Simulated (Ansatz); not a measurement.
Effect of uniaxial strain ε_zz = −3.00 % on HfS2

Start from HfS2 in the CdI2 type structure (space group P-3m1, No. 164; a = 3.5475 Å, c = 5.5768 Å; layered, stacked along the Cartesian z axis). Axes: x lies along a and z along c of the hexagonal cell.

The change: the cell is compressed by 3.00 % along z with no lateral relaxation, atoms relaxed at fixed cell.

The values are results of PBEsol-D3(BJ) (Ansatz, a program for electronic structure; PAW; 420 eV plane waves; without spin-orbit coupling), not measurements. Settings: 11×11×6 k-points, 0.05 eV Fermi–Dirac smearing.

```tsv
quantity	base	changed	shift
volume per atom	20.26 Å³	19.65 Å³	-0.61 Å³
space group	P-3m1 (No. 164)	P-3m1 (No. 164)	–
shortest interatomic distance	4.754 bohr	4.743 bohr	-0.011 bohr
energy relative to the base (free energy F)	0 meV/atom	+4.4 meV/atom	+4.4 meV/atom
pressure (mean of the normal stresses, compression positive)	0.01 GPa	1.16 GPa	+1.156 GPa
band gap	0.45 eV	0.26 eV	-0.19 eV
gap character	indirect, Γ → L	indirect, Γ → L	–
smallest direct gap	1.50 eV	1.39 eV	-0.11 eV
valence-band top at Γ (three highest levels, from the VBM)	0.00, -0.29, -0.29 eV	0.00, -0.50, -0.50 eV	–
stress (xx, yy, zz, yz, xz, xy; compression positive)	–	(0.49, 0.49, 2.50, 0.00, 0.00, 0.00) GPa	–
```

Spin-orbit coupling, missing from the scalar runs, can matter with Hf. Whether these cells are dynamically stable was not tested. The zero or small gap of HfS2 under uniaxial strain ε_zz = −3.00 % can change with the level of theory.
